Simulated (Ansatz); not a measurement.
Defect migration in zinc-blende GaAs: interstitial Mg, charge state +2. The step: Mg moves alone to another site; the atom moves 2.48 Å along (0.25, 0.25, -0.25) of the unit cell; the moving atom starts with neighbours 3 As at 2.57, As at 2.59; 6 Ga at 2.97 Å and ends with 3 As at 2.87, 3 As at 2.88; 3 Ga at 2.70, Ga at 2.71 Å. A PBE band in Ansatz (plane waves, PAW files of an earlier set, one k-point at (0.250, 0.250, 0.250), 64 host sites, 17 SCF runs with any check of the saddle's order, static, no finite-size correction) gives a forward barrier of 0.74 eV. The saddle point's order was not checked, and it lies on a symmetry element of the cell, where a band can be held. The charge state is imposed; whether it is stable for some Fermi level was not computed. Sites that were not tried may lie lower.

Single points at the band's start and saddle point can refine it. Rough cost of one point, in units of the band's mean SCF on the same machine:

```
Level                                                   Cost of one point
------------------------------------------------------  -----------------
PBE, a 2×2×2 k-point mesh shifted by half a step                  about 4
r2SCAN at 500 eV, one k-point at (0.250, 0.250, 0.250)            about 2
```

Question: Which of these move the barrier by more than 0.1 eV, and how far does each move it?

Answer: Not one does. PBE, a 2×2×2 k-point mesh shifted by half a step: 0.00 eV; r2SCAN at 500 eV, one k-point at (0.250, 0.250, 0.250): +0.05 eV. Each functional is compared with PBE at the same k-points.

Ansatz is a program for electronic structure.
